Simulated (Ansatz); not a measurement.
System: CeRh3 (Pm-3m, No. 221). Method: LDA in Ansatz (plane waves, PAW).

Settings: plane-wave cutoff 500 eV, 14×14×14 k mesh, Fermi–Dirac smearing 0.1 eV, no spin polarisation, scalar-relativistic PAW data made under PBE.

Computed at the level's own relaxed cell.

### Question
Estimate the equilibrium volume per atom and lattice constant a that the calculation returns.

### Answer

equilibrium volume per atom: 15.64 Å³/atom
lattice constant a: 3.970 Å

The run finds no gap.

Note: the 4f shell is treated without U or exact exchange, so its levels and filling can be wrong.

Spin–orbit coupling is not included.

Static lattice: no zero-point or thermal effects.

It cost very roughly 90 core-seconds of CPU time.

Ansatz is a program for electronic structure.
